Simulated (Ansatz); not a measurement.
Take Mo in the bcc (W type) structure (space group Im-3m, No. 229; a = 3.151 Å; relaxed with 0.1 eV smearing) as the base. Axes: x, y, z lie along the cube axes.

Computed with r2SCAN, PAW, 500 eV (Ansatz, a quantum-chemistry and plane-wave program; no SOC).

For the base:

```
Property                        Result
-----------------------------  -------
Shortest interatomic distance  2.729 Å
Band gap                          zero
```

One thing is altered: uniaxial strain ε_zz = +1.50 %, all other strain components held at zero, atoms relaxed at fixed cell.

Q: What does the calculation give for the stress after the change?

A: The stress (xx, yy, zz, yz, xz, xy; compression positive) is (-2.3, -2.3, -7.0, 0.0, 0.0, 0.0) GPa.

Q: Predict the new energy relative to the base.

A: The energy goes up by 5.2 meV/atom.

Q: What does the calculation give for the shortest interatomic distance after the change?

A: The shortest interatomic distance rises by 0.014 Å (2.729 Å → 2.743 Å).

Q: How does this affect the band gap?

A: The band gap remains zero.

Whether these cells are dynamically stable was not tested. The final runs are not spin-polarised.
